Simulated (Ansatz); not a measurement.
**ZnS under a change: biaxial strain +3.15 %, plane normal [001], relaxed out of plane**

The reference is ZnS in the wurtzite structure (space group P6_3mc, No. 186; a = 3.8061 Å, c = 6.2447 Å). Axes: x lies along a and z along c of the hexagonal cell.

Modification: tensile biaxial strain of 3.15 % in the plane normal to [001], as in epitaxy on a mismatched substrate; the out-of-plane cell vector and the atoms relax.

Level of theory: Ansatz (an electronic-structure program), r2SCAN, PAW, cutoff 500 eV, without spin-orbit coupling. Γ-centred 10×10×6 mesh, Fermi–Dirac width 0.05 eV.

```tsv
quantity	base	changed	shift
volume per atom	19.59 Å³	20.47 Å³	+0.88 Å³
space group	P6_3mc (No. 186)	P6_3mc (No. 186)	–
shortest interatomic distance	4.410 bohr	4.435 bohr	+0.0258 bohr
pressure (mean of the normal stresses, compression positive)	0.0 kbar	-30.3 kbar	-30.3 kbar
band gap	2.78 eV	2.54 eV	-0.24 eV
gap character	direct at Γ	direct at Γ	–
electron mass	0.18 mₑ along c, 0.21 mₑ across (at Γ)	0.19 mₑ (at Γ)	–
valence-band top at Γ (three highest levels, from the VBM)	0.00, 0.00, -0.08 eV	0.00, -0.12, -0.12 eV	–
out-of-plane strain	–	-1.79 %	–
ratio −ε⊥/ε∥	–	0.57	–
mean in-plane stress (compression positive)	–	-4.5 GPa	–
```

Cost of the whole job for the changed cell (relaxation, final SCF and bands): about 2.4 core-minutes (a rough figure).

Effective masses come from finite differences of ±0.01 Å⁻¹. Whether these cells are dynamically stable was not tested.
